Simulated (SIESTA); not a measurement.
Input and output of a self-consistent single point for NaPbF3 (Pnma, 20 atoms in the cell) (SIESTA)

Method of the run: GGA PBE, numerical atomic orbitals TZP, PseudoDojo PBE standard norm-conserving potentials (rewritten from UPF to PSML) in SIESTA.

The input file:

```
# files in the folder: Na.psml Pb.psml F.psml (PseudoDojo PBE standard)
SystemName  NaPbF3
SystemLabel napbf3

NumberOfAtoms                20
NumberOfSpecies              3
%block ChemicalSpeciesLabel
  1 11 Na
  2 82 Pb
  3 9 F
%endblock ChemicalSpeciesLabel
LatticeConstant              1.0 Ang
%block LatticeVectors
     6.341684000    0.000000000    0.000000000
     0.000000000    8.948108000    0.000000000
     0.000000000    0.000000000    6.320515000
%endblock LatticeVectors
AtomicCoordinatesFormat      Ang
%block AtomicCoordinatesAndAtomicSpecies
     3.092839287    2.237027000    6.267422674  1
     6.263681287    2.237027000    3.213349826  1
     3.248844713    6.711081000    0.053092326  1
     0.078002713    6.711081000    3.107165174  1
     0.000000000    0.000000000    0.000000000  2
     3.170842000    4.474054000    3.160257500  2
     0.000000000    4.474054000    0.000000000  2
     3.170842000    0.000000000    3.160257500  2
     0.198494709    2.237027000    0.370382179  3
     3.369336709    2.237027000    2.789875321  3
     6.143189291    6.711081000    5.950132821  3
     2.972347291    6.711081000    3.530639679  3
     1.826404992    4.805133996    1.346269695  3
     4.997246992    8.617028004    1.813987805  3
     4.515279008    0.331079996    4.974245305  3
     1.344437008    4.142974004    4.506527195  3
     4.515279008    4.142974004    4.974245305  3
     1.344437008    0.331079996    4.506527195  3
     1.826404992    8.617028004    1.346269695  3
     4.997246992    4.805133996    1.813987805  3
%endblock AtomicCoordinatesAndAtomicSpecies

XC.functional                GGA
XC.authors                   PBE
PAO.BasisSize                TZP
PAO.EnergyShift              0.005 Ry
MeshCutoff                   400 Ry
%block kgrid.MonkhorstPack
    3   0   0  0.0
    0   2   0  0.0
    0   0   3  0.0
%endblock kgrid.MonkhorstPack
OccupationFunction           FD
ElectronicTemperature        100.0 meV

MaxSCFIterations             150
SCF.Mixer.Method             Pulay
SCF.Mixer.Weight             0.25
SCF.Mixer.History            6
SCF.DM.Tolerance             1.0E-05
Diag.ParallelOverK           true
WriteForces                  true
```

Output, abridged:

```
reinit: Reading from file input.fdf

reinit: System Name: NaPbF3
reinit: System Label: napbf3

coor:   Atomic-coordinates input format  =     Cartesian coordinates
coor:                                          (in Angstroms)

siesta: Atomic coordinates (Bohr) and species
siesta:      5.84462   4.22737  11.84371  1        1
siesta:     11.83664   4.22737   6.07235  1        2
siesta:      6.13943  12.68211   0.10033  1        3
siesta:      0.14740  12.68211   5.87169  1        4
siesta:      0.00000   0.00000   0.00000  2        5
siesta:      5.99202   8.45474   5.97202  2        6
siesta:      0.00000   8.45474   0.00000  2        7
siesta:      5.99202   0.00000   5.97202  2        8
siesta:      0.37510   4.22737   0.69992  3        9
siesta:      6.36712   4.22737   5.27210  3       10
siesta:     11.60895  12.68211  11.24412  3       11
siesta:      5.61692  12.68211   6.67194  3       12
siesta:      3.45141   9.08039   2.54408  3       13
siesta:      9.44343  16.28382   3.42794  3       14
siesta:      8.53264   0.62565   9.39996  3       15
siesta:      2.54062   7.82909   8.51610  3       16
siesta:      8.53264   7.82909   9.39996  3       17
siesta:      2.54062   0.62565   8.51610  3       18
siesta:      3.45141  16.28382   2.54408  3       19
siesta:      9.44343   9.08039   3.42794  3       20

siesta: System type = bulk

initatomlists: Number of atoms, orbitals, and projectors:     20   332   292

siesta: ******************** Simulation parameters ****************************
redata: Spin configuration                          = none
redata: Time-Reversal Symmetry                      = T
redata: Number of Atomic Species                    =        3
redata: Mesh Cutoff                                 =   400.0000 Ry
redata: Net charge of the system                    =     0.0000 |e|
redata: Min. number of SCF Iter                     =        0
   [... lines left out ...]
diag: Parallel distribution                         =     1 x     1
diag: Used triangular part                          = Lower
diag: Absolute tolerance                            =  0.100E-15
diag: Orthogonalization factor                      =  0.100E-05
diag: Memory factor                                 =  1.0000

superc: Internal auxiliary supercell:     5 x     3 x     5  =      75
superc: Number of atoms, orbitals, and projectors:   1500  24900  21900

                        Single-point calculation

superc: Internal auxiliary supercell:     5 x     3 x     5  =      75
superc: Number of atoms, orbitals, and projectors:   1500  24900  21900

outcell: Unit cell vectors (Ang):
        6.341684    0.000000    0.000000
        0.000000    8.948108    0.000000
        0.000000    0.000000    6.320515

outcell: Cell vector modules (Ang)   :    6.341684    8.948108    6.320515
outcell: Cell angles (23,13,12) (deg):     90.0000     90.0000     90.0000
outcell: Cell volume (Ang**3)        :    358.6644
new_DM -- step:     1
Initializing Density Matrix...

Attempting to read DM from file... Failed...
DM filled with atomic data:

InitMesh: MESH = 80 x 108 x 80 = 691200
InitMesh: Mesh cutoff (required, used) =   400.000   402.612 Ry

stepf: Fermi-Dirac step function
        iscf     Eharris(eV)        E_KS(eV)     FreeEng(eV)     dDmax    Ef(eV) dHmax(eV)
   scf:    1   -20631.436841   -20633.761961   -20633.761964  0.857231 -3.901452  6.888125
   scf:    2   -20648.668435   -20642.611151   -20642.611169  0.157094 -3.407301  2.347824
   scf:    3   -20644.101406   -20643.781830   -20643.781873  0.088668 -3.123261  1.082356
   scf:    4   -20643.777830   -20643.805192   -20643.805214  0.035916 -3.142492  0.354933
   scf:    5   -20643.715216   -20643.763590   -20643.763610  0.008299 -3.171284  0.577275
   scf:    6   -20643.859524   -20643.819856   -20643.819881  0.018047 -3.103890  0.209502
   scf:    7   -20643.833274   -20643.827720   -20643.827747  0.005311 -3.085705  0.079967
   scf:    8   -20643.829617   -20643.829044   -20643.829072  0.003153 -3.075278  0.005643
   scf:    9   -20643.829054   -20643.829051   -20643.829079  0.000271 -3.074372  0.000089
   scf:   10   -20643.829051   -20643.829051   -20643.829079  0.000013 -3.074353  0.000073
   scf:   11   -20643.829051   -20643.829051   -20643.829079  0.000021 -3.074332  0.000014
   scf:   12   -20643.829051   -20643.829051   -20643.829079  0.000005 -3.074325  0.000004
SCF Convergence by DM+H criterion
max |DM_out - DM_in|         :     0.0000048807
max |H_out - H_in|      (eV) :     0.0000042479
SCF cycle converged after 12 iterations

Using DM_out to compute the final energy and forces

siesta: E_KS(eV) =           -20643.8291

siesta: E_KS - E_eggbox =    -20643.8291

siesta: Atomic forces (eV/Ang):
     1   -0.025034    0.000000   -0.107808
     2   -0.025034   -0.000000    0.107808
     3    0.025034   -0.000000    0.107808
   [... 17 lines left out ...]
   Tot    0.000000   -0.000000   -0.000000
   Max    0.850342
   Res    0.417136    sqrt( Sum f_i^2 / 3N )
   Max    0.850342    constrained

Stress tensor Voigt[x,y,z,yz,xz,xy] (kbar):     -100.66     -110.32     -101.71        0.00       -0.00        0.00
(Free)E + p*V (eV/cell)   -20620.4968
Target enthalpy (eV/cell)   -20643.8291

siesta: Program's energy decomposition (eV):
siesta: Ebs     =     -3431.328969
siesta: Eions   =     27987.915147
siesta: Ena     =      3483.876800
siesta: Ekin    =     12109.952142
siesta: Enl     =     -3569.999582
siesta: Eso     =         0.000000
siesta: Edftu   =         0.000000
siesta: DEna    =         9.434748
siesta: DUscf   =         5.091907
siesta: DUext   =         0.000000
siesta: Ex      =     -4416.923522
siesta: Ec      =      -277.346397
siesta: Exc     =     -4694.269920
siesta: Eharris =    -20643.829051
siesta: Etot    =    -20643.829051
siesta: FreeEng =    -20643.829079

siesta: Atomic forces (eV/Ang):
siesta:      1   -0.025034    0.000000   -0.107808
siesta:      2   -0.025034   -0.000000    0.107808
siesta:      3    0.025034   -0.000000    0.107808
siesta:      4    0.025034    0.000000   -0.107808
siesta:      5    0.000000    0.000000   -0.000000
siesta:      6    0.000000   -0.000000   -0.000000
siesta:      7    0.000000   -0.000000   -0.000000
siesta:      8    0.000000    0.000000   -0.000000
siesta:      9    0.370167    0.000000    0.850342
siesta:     10    0.370167   -0.000000   -0.850342
siesta:     11   -0.370167   -0.000000   -0.850342
siesta:     12   -0.370167    0.000000    0.850342
siesta:     13    0.404607    0.633519   -0.551168
siesta:     14    0.404607   -0.633519    0.551168
siesta:     15   -0.404607    0.633519    0.551168
siesta:     16   -0.404607   -0.633519   -0.551168
siesta:     17   -0.404607   -0.633519    0.551168
siesta:     18   -0.404607    0.633519   -0.551168
siesta:     19    0.404607   -0.633519   -0.551168
siesta:     20    0.404607    0.633519    0.551168
siesta: ----------------------------------------
siesta:    Tot    0.000000   -0.000000   -0.000000

siesta: Stress tensor (static) (eV/Ang**3):
siesta:    -0.062826    0.000000   -0.000000
siesta:     0.000000   -0.068854    0.000000
siesta:    -0.000000    0.000000   -0.063480

siesta: Cell volume =        358.664408 Ang**3

siesta: Pressure (static):
siesta:                Solid            Molecule  Units
siesta:           0.00070852          0.00085859  Ry/Bohr**3
siesta:           0.06505310          0.07883224  eV/Ang**3
siesta:         104.22655740        126.30316644  kBar
```

The run converged in 12 iterations.

The starting cell was generated: these elements placed on a structure prototype, without a prior relaxation; it need not be a known phase or ordering of this composition. Values carry the incompleteness of an atom-centred basis. With a pressure of about 10 GPa the cell is away from its equilibrium volume at this level.

Cost on one core of a shared machine: roughly 3 min.
